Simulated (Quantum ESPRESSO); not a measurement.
Worked example: self-consistent single point of FeRe (P1, 2 atoms in the cell) in Quantum ESPRESSO.

Method of the run: Wu-Cohen GGA, GBRV 1.5 ultrasoft (PBE) pseudopotentials (plane waves; Quantum ESPRESSO).

```
CELL_PARAMETERS angstrom
      2.68871     0.00000     0.00000
     -1.34435     2.32849     0.00000
      0.00000     0.00000     4.13993
ATOMIC_POSITIONS crystal
  Fe 0.65058 0.32193 0.49252
  Re 0.34942 0.67807 0.00748
```

Reference input (self-consistent single point, DFT, PBEsol, plane waves, GBRV 1.5 ultrasoft (PBESOL) pseudopotentials): ecutwfc = 50 Ry; ecutrho = 400 Ry; occupations = smearing; smearing = fermi-dirac; degauss = 0.0073499 Ry; potentials = {Fe: fe_pbesol_v1.5.uspp.F.UPF, Re: re_pbesol_v1.2.uspp.F.UPF}; K_POINTS = automatic 10 10 6 0 0 0; conv_thr = 1e-09 Ry. This run's input differs from it in these lines:

```diff
@@ -17,2 +17,3 @@
    degauss = 0.0073499,
+   input_dft = 'wc',
 /
@@ -22,4 +23,4 @@
 ATOMIC_SPECIES
-Fe    55.8450  fe_pbesol_v1.5.uspp.F.UPF
-Re   186.2070  re_pbesol_v1.2.uspp.F.UPF
+Fe    55.8450  fe_pbe_v1.5.uspp.F.UPF
+Re   186.2070  re_pbe_v1.2.uspp.F.UPF
 CELL_PARAMETERS angstrom
```

The program printed (abridged):

```
     Self-consistent Calculation

     iteration #  1     ecut=    50.00 Ry     beta= 0.70

     negative rho (up, down):  1.423E-01 0.000E+00

     total energy              =    -440.08629611 Ry
     estimated scf accuracy    <       1.45413358 Ry

     iteration #  2     ecut=    50.00 Ry     beta= 0.70

     negative rho (up, down):  1.442E-01 0.000E+00

     total energy              =    -438.82597450 Ry
     estimated scf accuracy    <      11.88855981 Ry

     iteration #  3     ecut=    50.00 Ry     beta= 0.70

     negative rho (up, down):  1.350E-01 0.000E+00

     total energy              =    -439.86776313 Ry
     estimated scf accuracy    <      13.34936802 Ry

   [... 7 blocks of this kind left out ...]

     iteration # 11     ecut=    50.00 Ry     beta= 0.70

     negative rho (up, down):  1.359E-01 0.000E+00

     total energy              =    -440.74596794 Ry
     estimated scf accuracy    <          2.1E-09 Ry

     iteration # 12     ecut=    50.00 Ry     beta= 0.70

     negative rho (up, down):  1.359E-01 0.000E+00
     End of self-consistent calculation

     Number of k-points >= 100: set verbosity='high' to print the bands.

     the Fermi energy is    21.7692 ev

!    total energy              =    -440.74596794 Ry
     estimated scf accuracy    <          7.6E-11 Ry
     smearing contrib. (-TS)   =      -0.00509475 Ry
     internal energy E=F+TS    =    -440.74087319 Ry

     convergence has been achieved in  12 iterations

     negative rho (up, down):  1.359E-01 0.000E+00

     Forces acting on atoms (cartesian axes, Ry/au):

     atom    1 type  1   force =     0.00996943    0.00921738    0.01859713
     atom    2 type  2   force =    -0.00996943   -0.00921738   -0.01859713

     Total force =     0.032564     Total SCF correction =     0.000010

     negative rho (up, down):  1.359E-01 0.000E+00
          total   stress  (Ry/bohr**3)                   (kbar)     P=     -104.23
  -0.00085041  -0.00006931   0.00003705         -125.10      -10.20        5.45
  -0.00006931  -0.00073121   0.00003667          -10.20     -107.57        5.39
   0.00003705   0.00003667  -0.00054408            5.45        5.39      -80.04

   JOB DONE.
```

The run converged in 12 iterations. Against the reference run the pressure goes from -12.42 to -10.42 GPa and the largest force goes from 0.580 to 0.592 eV/Å.

The starting cell comes from a database of computed structures (which also holds hypothetical and non-ambient phases and stackings), without a prior relaxation at this level. Its atoms were displaced at random from the sites of space group no. 187. Spin polarisation is off. With a pressure of about -10 GPa the cell is away from its equilibrium volume at this level.

Cost on one core of a shared machine: roughly 3 min.
